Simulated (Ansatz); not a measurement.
Response to strain in WS2

Base system: WS2 (space group P6_3/mmc, No. 194; a = 3.154 Å, c = 12.141 Å; layered, stacked along the Cartesian z axis). Axes: x lies along a and z along c of the hexagonal cell.

Strains are applied to the cell and any free atomic positions relax.

Computed with PBE-D3(BJ) (Ansatz, a quantum-chemistry and plane-wave program), scalar-relativistic without spin-orbit coupling.

| case | largest internal atomic displacement | hole mass | width of the top valence band | volume per atom | band gap |
|---|---|---|---|---|---|
| base | – | 0.88 mₑ along c, 0.55 mₑ across (at Γ) | 1.88 eV | 17.43 Å³ | 0.88 eV |
| uniaxial strain ε_zz = −3.00 % | 0.041 Å | 1.1 mₑ along z, 0.43 mₑ across (at Γ) | 2.00 eV | 16.91 Å³ | 0.71 eV |
| uniaxial strain ε_zz = −2.40 % | 0.033 Å | 1.0 mₑ along z, 0.45 mₑ across (at Γ) | 1.97 eV | 17.02 Å³ | 0.75 eV |
| uniaxial strain ε_zz = −1.80 % | 0.025 Å | 0.99 mₑ along z, 0.48 mₑ across (at Γ) | 1.95 eV | 17.12 Å³ | 0.78 eV |
| uniaxial strain ε_zz = −1.20 % | 0.017 Å | 0.96 mₑ along z, 0.50 mₑ across (at Γ) | 1.93 eV | 17.22 Å³ | 0.82 eV |
| uniaxial strain ε_zz = −0.60 % | – | 0.91 mₑ along z, 0.53 mₑ across (at Γ) | 1.90 eV | 17.33 Å³ | 0.85 eV |

With W present, leaving out spin-orbit coupling can change the band edges. Effective masses come from finite differences of ±0.01 Å⁻¹. Stability against distortions was not tested.
